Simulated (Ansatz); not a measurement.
For SnBi (Cmce, No. 64, 8 atoms in the cell; start mp-570686), LDA (Ansatz, a quantum-chemistry and plane-wave program, plane waves, PAW) gives:

| Property | Result |
|---|---|
| bulk modulus | 59.6 GPa |
| cohesive energy | 3.70 eV/atom |

Question: What does PBEsol (Ansatz, plane waves, PAW) give for the same quantities?

Answer: 
- bulk modulus: 56.2 GPa (decreases by 5.7 %)
- cohesive energy: 3.23 eV/atom (falls by 0.47 eV/atom)

Changes are worked out from the printed values.

Unless a cell is named, each level is at its own relaxed cell (LDA 27.99, PBEsol 28.67 Å³/atom).

Levels without +SOC leave out spin–orbit coupling, which shifts energies and cells of such heavy elements.

Caveats: the bulk modulus is −V dP/dV from two relaxed cells at ±2 % in volume (LDA, PBEsol); the relaxation could not lower the start's symmetry, so the cell can be a saddle point above a distorted one (LDA, PBEsol). Ansatz's density-functional and Hartree–Fock values are scalar-relativistic unless marked +SOC, with PAW data made under PBE.

A start named mp-… is a Materials Project structure, which need not be a measured phase.
